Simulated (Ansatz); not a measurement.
The parent structure is TiN in the rock salt structure (space group Fm-3m, No. 225; a = 4.2339 Å; relaxed with 0.1 eV smearing). Axes: x, y, z lie along the cube axes.

Level of theory: r2SCAN in Ansatz (plane waves to 500 eV, PAW, without spin-orbit coupling), earlier PAW set.

Strains are applied to the cell and any free atomic positions relax.

One change was made to it. Results:

| quantity | base | after |
|---|---|---|
| energy relative to the base (free energy F) | 0 meV/atom | +16 meV/atom |
| shortest interatomic distance | 2.117 Å | 2.117 Å |

**Question.** Which change produced these results?
(A) tensor shear ε_xy = +1.78 %
(B) strain tensor (xx, yy, zz, yz, xz, xy) = (−0.52, +1.59, −0.54, +0.06, +0.63, +0.54) %
(C) tensor shear ε_xy = +2.74 %

**Answer.** C, tensor shear ε_xy = +2.74 %. For comparison, the energy relative to the base in the other runs: tensor shear ε_xy = +1.78 % gives +6.8 meV/atom; strain tensor (xx, yy, zz, yz, xz, xy) = (−0.52, +1.59, −0.54, +0.06, +0.63, +0.54) % gives +5.8 meV/atom.

Stability against distortions was not tested. All final runs are without spin polarisation. An odd electron count without spin: TiN.

Ansatz is a first-principles code.
